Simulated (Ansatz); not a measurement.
The parent structure is CdS in the wurtzite structure (space group P6_3mc, No. 186; a = 4.1962 Å, c = 6.8295 Å).

Structures relaxed with Ansatz (a first-principles code) PBE, no spin-orbit coupling.

Base:

Simulated powder pattern, Cu Kα1, λ = 1.54056 Å (kinematic, ideal powder, no thermal factors, no anomalous dispersion; the 8 strongest lines at most, above 2 %, up to 2θ = 90°):

| 2θ (°) | I/Imax (%) | hkl |
|---|---|---|
| 24.47 | 59 | (100) |
| 26.07 | 43 | (002) |
| 27.79 | 100 | (101) |
| 36.06 | 27 | (102) |
| 43.08 | 49 | (110) |
| 47.06 | 50 | (103) |
| 51.05 | 39 | (112) |
| 81.83 | 19 | (213) |

The change: the cell is scaled by 1.0180 in all directions, atoms relaxed at fixed cell.

After the change:

Simulated powder pattern, Cu Kα1, λ = 1.54056 Å (kinematic, ideal powder, no thermal factors, no anomalous dispersion; the 8 strongest lines at most, above 2 %, up to 2θ = 90°):

| 2θ (°) | d (Å) | I/Imax (%) | hkl |
|---|---|---|---|
| 24.04 | 3.699 | 59 | (100) |
| 25.60 | 3.476 | 43 | (002) |
| 27.28 | 3.266 | 100 | (101) |
| 35.40 | 2.533 | 28 | (102) |
| 42.28 | 2.136 | 50 | (110) |
| 46.18 | 1.964 | 51 | (103) |
| 50.08 | 1.820 | 39 | (112) |
| 80.09 | 1.197 | 19 | (213) |

The indices refer to the base's conventional cell; one index is shown for lines that coincide.

The cells carry an imposed strain or load. Whether these cells are dynamically stable was not tested.
